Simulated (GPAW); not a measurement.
One base run on Mg₃MoN₄ (P-1, 16 atoms in the cell) and variants with one or two settings moved

```yaml
crystal:
  lattice:
    - [5.33630, 0.00000, 0.00000]
    - [1.79753, 5.87215, 0.00000]
    - [1.65226, 2.70322, 5.35799]
  atoms:
    - { symbol: Mg, position: [0.24020, 0.37878, 0.62223] }
    - { symbol: Mg, position: [0.75980, 0.62122, 0.37777] }
    - { symbol: Mg, position: [0.74806, 0.63414, 0.86255] }
    - { symbol: Mg, position: [0.25194, 0.36586, 0.13745] }
    - { symbol: Mg, position: [0.26554, 0.86332, 0.14644] }
    - { symbol: Mg, position: [0.73446, 0.13668, 0.85356] }
    - { symbol: Mo, position: [0.75911, 0.14811, 0.31656] }
    - { symbol: Mo, position: [0.24089, 0.85189, 0.68344] }
    - { symbol: N, position: [0.00005, 0.77229, 0.49882] }
    - { symbol: N, position: [0.99995, 0.22771, 0.50118] }
    - { symbol: N, position: [0.52193, 0.47411, 0.26203] }
    - { symbol: N, position: [0.47807, 0.52589, 0.73797] }
    - { symbol: N, position: [0.47548, 0.99511, 0.74870] }
    - { symbol: N, position: [0.52452, 0.00489, 0.25130] }
    - { symbol: N, position: [0.01104, 0.75426, 0.98609] }
    - { symbol: N, position: [0.98896, 0.24574, 0.01391] }
```

Base run A: LDA (Perdew-Wang 92), GPAW PAW datasets LDA (gpaw-data 1.0.1) (GPAW 25.7.0), self-consistent single point.

Its settings: mode = pw; ecut = 900 eV; xc = LDA; kpts = 3 3 3; mesh shift (steps) = 0 0 0; occupations.name = fermi-dirac; occupations.width = 0 eV; nbands = -4; convergence.density = 1e-05 e/electron; convergence.bands = -2; symmetry.symmorphic = false; symmetry.tolerance = 0.0005; maxiter = 150.

The starting cell comes from a database of computed structures (which also holds hypothetical and non-ambient phases and stackings), without a prior relaxation at this level. In the base run, forces exceed 1 eV/Å.

ΔF is the free energy per atom less that of run A. A dash stands where there is no value to compare (another energy zero or no entropy term, no result, no spin, no clean gap, or a mesh too coarse for one). Total energies depend on the potentials, the functional and any Hubbard or dispersion term, so they are compared only between runs that share all of them.

Run A gave: largest force (eV/Å) 1.018; gap on the mesh (eV) 1.119.

Runs:
- B: ecut: 900 eV → 810 eV
- C: setups: default → {Mo: :d,1.0} [LDA (Perdew-Wang 92)+U]
- D: lattice scaled by 1.03
- E: convergence.density: 1e-05 e/electron → default; convergence.forces: default → 1e-05 eV/Å
- F: eigensolver: default → {name: davidson, niter: 3}

Q: What does run D change against A?

A: The free energy goes up by 115 meV/atom, the largest force goes from 1.018 to 2.040 eV/Å and the gap on the mesh goes from 1.119 to 0.949 eV.

Q: What does run C change against A?

A: The largest force goes from 1.018 to 1.047 eV/Å and the gap on the mesh goes from 1.119 to 1.170 eV.

```json
[
 {"run": "A", "ΔF (meV/atom)": "0.00", "largest force (eV/Å)": "1.018", "gap on the mesh (eV)": "1.119"},
 {"run": "B", "ΔF (meV/atom)": "3.5", "largest force (eV/Å)": "1.017", "gap on the mesh (eV)": "1.119"},
 {"run": "C", "ΔF (meV/atom)": "–", "largest force (eV/Å)": "1.047", "gap on the mesh (eV)": "1.170"},
 {"run": "D", "ΔF (meV/atom)": "114.7", "largest force (eV/Å)": "2.040", "gap on the mesh (eV)": "0.949"},
 {"run": "E", "ΔF (meV/atom)": "0.00", "largest force (eV/Å)": "1.018", "gap on the mesh (eV)": "1.119"},
 {"run": "F", "ΔF (meV/atom)": "0.00", "largest force (eV/Å)": "1.017", "gap on the mesh (eV)": "1.119"}
]
```
